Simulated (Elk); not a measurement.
A self-consistent single point of Al (Fm-3m, 1 atom in the cell) with Elk.

Method of the run: PBE, all-electron FP-LAPW, Elk's shipped species files, APW+lo basis with extra local orbitals run with Elk.

The change in words: lattice scaled by 0.98. Reference geometry:
```yaml
crystal:
  lattice:
    - [0.00000, 2.00272, 2.00272]
    - [2.00272, 0.00000, 2.00272]
    - [2.00272, 2.00272, 0.00000]
  atoms:
    - { symbol: Al, position: [0.00000, 0.00000, 0.00000] }
```

Reference input (self-consistent single point, DFT, PBE, all-electron FP-LAPW, Elk's shipped species files, APW+lo basis with extra local orbitals): xctype = 20; rgkmax = 7.5; stype = 3; swidth = 0.00367493 Ha; ngridk = 14 14 14; gmaxvr = 14 1/bohr; nxlo = 2; lorbcnd = true; lmaxi = 3. This run's input differs from it in these lines:

```diff
@@ -28,5 +28,5 @@
 avec
-    0.0000000000    3.7846017529    3.7846017529
-    3.7846017529    0.0000000000    3.7846017529
-    3.7846017529    3.7846017529    0.0000000000
+    0.0000000000    3.7089087730    3.7089087730
+    3.7089087730    0.0000000000    3.7089087730
+    3.7089087730    3.7089087730    0.0000000000
```

Output, abridged:

```
│ Self-consistent loop started │
│ Loop number : 1 │
 total energy                :     -243.276264856
│ Loop number : 2 │
 total energy                :     -243.273665557
RMS change in Kohn-Sham potential (target) :   0.7277736148     (  0.1000000000E-05)
Absolute change in total energy (target)   :   0.2599298473E-02 (  0.1000000000E-03)
│ Loop number : 3 │
 total energy                :     -243.092713860
RMS change in Kohn-Sham potential (target) :   0.3689979068     (  0.1000000000E-05)
Absolute change in total energy (target)   :   0.1816015218     (  0.1000000000E-03)
│ Loop number : 4 │
   [... lines left out ...]
Absolute change in total energy (target)   :   0.4761240097E-03 (  0.1000000000E-03)
│ Loop number : 11 │
 total energy                :     -242.857002206
RMS change in Kohn-Sham potential (target) :   0.2083991408E-05 (  0.1000000000E-05)
Absolute change in total energy (target)   :   0.9976029233E-04 (  0.1000000000E-03)
│ Loop number : 12 │
 total energy                :     -242.856986903
RMS change in Kohn-Sham potential (target) :   0.3526748092E-06 (  0.1000000000E-05)
Absolute change in total energy (target)   :   0.4024337730E-04 (  0.1000000000E-03)
Convergence targets achieved

│ Loop number : 13 │

Energies :
 Fermi                       :     0.303819650932
 total energy                :     -242.856983767

Density of states at Fermi energy :    11.20068720
 (states/Hartree/unit cell)

Estimated indirect band gap :   0.7473168579E-03
 from k-point     87 to k-point     45
Estimated direct band gap   :   0.2673877816E-01
 at k-point     99

Charges :
 core                        :    4.000000000
 valence                     :    9.000000000
 interstitial                :    1.716854257
 muffin-tins (core leakage)
  species :    1 (Al)
   atom    1                 :    11.28314574     (  0.4762052107E-03)
 total in muffin-tins        :    11.28314574
 total calculated charge     :    12.99076881
 total charge                :    13.00000000
 error                       :   0.9231189256E-02

│ Self-consistent loop stopped │
```

The run converged in 13 iterations. The count includes the last loop, which Elk runs after its targets are met. Against the reference run the free energy rises by 30.8 meV/atom.

The starting cell has typed, rounded lattice constants, without a prior relaxation at this level. Its lattice was rescaled by a random factor within 2.5 % of one. For this run, on top of that: lattice scaled by 0.98. Values depend on the basis (sphere radii, cutoffs, local orbitals), which need not be converged. The log's line on a gap gives a spacing of levels on this mesh, which the program prints for metals too.
